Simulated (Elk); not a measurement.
A self-consistent single point of CdIn (P1, 2 atoms in the cell) with Elk.

Computed with LDA (PW92), all-electron FP-LAPW, Elk's shipped species files, APW+lo basis with extra local orbitals (Elk).

```xyz
2
Lattice="3.1401 0.0000 0.0000 -1.5701 2.7194 0.0000 0.0000 0.0000 5.7718" Properties=species:S:1:pos:R:3 pbc="T T T"
Cd     0.0219     0.0493     2.8348
In     1.5482     0.8572     0.0511
```

Reference input (self-consistent single point, DFT, PBEsol, all-electron FP-LAPW, Elk's shipped species files, APW+lo basis with extra local orbitals): xctype = 22; rgkmax = 8; stype = 3; swidth = 0.00183747 Ha; ngridk = 8 8 4; gmaxvr = 16 1/bohr; nxlo = 2; lorbcnd = true; lmaxi = 3. This run's input differs from it in these lines:

```diff
@@ -4,3 +4,3 @@
 xctype
-  22
+  3
```

The program printed (abridged):

```
│ Self-consistent loop started │
│ Loop number : 1 │
 total energy                :     -11471.4010081
│ Loop number : 2 │
 total energy                :     -11471.5008637
RMS change in Kohn-Sham potential (target) :   0.6640450514E-01 (  0.1000000000E-05)
Absolute change in total energy (target)   :   0.9985563323E-01 (  0.1000000000E-03)
│ Loop number : 3 │
 total energy                :     -11471.6958376
RMS change in Kohn-Sham potential (target) :   0.6009367441E-01 (  0.1000000000E-05)
Absolute change in total energy (target)   :   0.2199377398     (  0.1000000000E-03)
│ Loop number : 4 │
   [... lines left out ...]
Absolute change in total energy (target)   :   0.1173784956E-02 (  0.1000000000E-03)
│ Loop number : 12 │
 total energy                :     -11469.0898846
RMS change in Kohn-Sham potential (target) :   0.1607487496E-05 (  0.1000000000E-05)
Absolute change in total energy (target)   :   0.1735568749E-03 (  0.1000000000E-03)
│ Loop number : 13 │
 total energy                :     -11469.0898473
RMS change in Kohn-Sham potential (target) :   0.1537731008E-06 (  0.1000000000E-05)
Absolute change in total energy (target)   :   0.8073500794E-04 (  0.1000000000E-03)
Convergence targets achieved

│ Loop number : 14 │

Energies :
 Fermi                       :     0.207223343426
 total energy                :     -11469.0898395

Density of states at Fermi energy :    25.77838933
 (states/Hartree/unit cell)

Estimated indirect band gap :   0.1021826900E-02
 from k-point    225 to k-point    101
Estimated direct band gap   :   0.1496932092E-01
 at k-point     41

Charges :
 core                        :    60.00000000
 valence                     :    37.00000000
 interstitial                :    3.046613912
 muffin-tins (core leakage)
  species :    1 (Cd)
   atom    1                 :    46.60133974     (  0.2463483163E-03)
  species :    2 (In)
   atom    1                 :    47.35204635     (  0.1321070777E-03)
 total in muffin-tins        :    93.95338609
 total calculated charge     :    96.99753445
 total charge                :    97.00000000
 error                       :   0.2465551836E-02

│ Self-consistent loop stopped │
```

The run converged in 14 iterations. The count includes the last loop, which Elk runs after its targets are met. 

The starting cell comes from a database of computed structures (which also holds hypothetical and non-ambient phases and stackings), without a prior relaxation at this level. Its atoms were displaced at random from the sites of space group no. 187. Values depend on the basis (sphere radii, cutoffs, local orbitals), which need not be converged. The log's line on a gap gives a spacing of levels on this mesh, which the program prints for metals too.

Cost on one core of a shared machine: roughly 5 min.
